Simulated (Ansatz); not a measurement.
The parent structure is BN in the zinc blende structure (space group F-43m, No. 216; a = 3.625 Å).

Calculations: plane-wave PAW DFT at the PBE level (Ansatz, a quantum-chemistry and plane-wave program, 420 eV), no SOC.

| level | band gap | lattice parameter a |
|---|---|---|
| PBE | 4.46 eV | 3.625 Å |

### Question
From these computed values, estimate the measured ones, and say how each level misses.

### Answer
Measured: band gap 6.2 eV (room temperature; as listed in arXiv:1206.3780); lattice parameter a 3.593 Å (static lattice; corrected from measurement; as listed in Tamar Goldzak et al., The Journal of Chemical Physics (2022)). Computed minus measured — band gap: PBE -1.74 eV; lattice parameter a: PBE +0.9 %. Measured values not marked as corrected hold thermal and zero-point effects that the static-lattice runs lack. A measured gap can be an optical one, lowered by exciton binding.

No phonon test of stability was made.
